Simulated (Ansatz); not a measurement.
Ga2S3 (model structure, started from the beta Ga2O3 type, C2/m, No. 12, 10 atoms in the cell) was calculated with r²SCAN (Ansatz, a program for electronic structure, PAW).

Run with plane-wave cutoff 560 eV, 10×10×6 k mesh (along the axes of the cell as run), Fermi–Dirac smearing 0.01 eV, scalar-relativistic PAW data made under PBE.

Cell (relaxed at this level):

```
CELL_PARAMETERS angstrom
      7.83665    -1.81831     0.14001
      7.83665     1.81831     0.14001
     -1.64943     0.00000     6.80816
ATOMIC_POSITIONS crystal
  Ga 0.08691 0.08691 0.80057
  Ga 0.91309 0.91309 0.19943
  Ga 0.65984 0.65984 0.31505
  Ga 0.34016 0.34016 0.68495
  S  0.17708 0.17708 0.10361
  S  0.82292 0.82292 0.89639
  S  0.17195 0.17195 0.56462
  S  0.82805 0.82805 0.43538
  S  0.49918 0.49918 0.25221
  S  0.50082 0.50082 0.74779
```

Task: Predict the band gap.

Result: 
band gap: 1.01 eV (on the SCF k mesh)

Note: the relaxation could raise the start's symmetry but not lower it, so the cell can be a saddle point.

Spin–orbit coupling is not included.

Computed values are for the static lattice.

Computing time: very roughly 18 core-minutes.

A model structure was made by putting elements into a prototype or built by hand; it is no filed structure, need not be a known phase, and can be a saddle point held by its symmetry.
